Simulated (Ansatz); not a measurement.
Response to strain in AlRu

Base system: AlRu in the CsCl type structure (space group Pm-3m, No. 221; a = 2.9770 Å; relaxed with 0.1 eV smearing). Axes: x, y, z lie along the cube axes.

Strains are applied to the cell and any free atomic positions relax.

Computed with PBEsol/PAW in Ansatz (an electronic-structure program), without spin-orbit coupling.

Notes on the quantities. energy relative to the base: free energy F; pressure: mean of the normal stresses, compression positive.

```tsv
change	volume per atom	energy relative to the base	pressure
base	13.19 Å³	0 meV/atom	0.0 GPa
uniaxial strain ε_zz = −2.50 %	12.86 Å³	+9.2 meV/atom	5.9 GPa
uniaxial strain ε_zz = −1.50 %	12.99 Å³	+3.2 meV/atom	3.4 GPa
uniaxial strain ε_zz = −0.50 %	13.13 Å³	+0.4 meV/atom	1.1 GPa
uniaxial strain ε_zz = +0.50 %	13.26 Å³	+0.3 meV/atom	-1.1 GPa
uniaxial strain ε_zz = +1.00 %	13.32 Å³	+1.4 meV/atom	-2.1 GPa
uniaxial strain ε_zz = +1.50 %	13.39 Å³	+3.0 meV/atom	-3.1 GPa
uniaxial strain ε_zz = +2.00 %	13.46 Å³	+5.3 meV/atom	-4.1 GPa
uniaxial strain ε_zz = +2.50 %	13.52 Å³	+8.2 meV/atom	-5.1 GPa
uniaxial strain ε_zz = +3.00 %	13.59 Å³	+12 meV/atom	-6.0 GPa
```

Whether these cells are dynamically stable was not tested. All final runs are without spin polarisation.
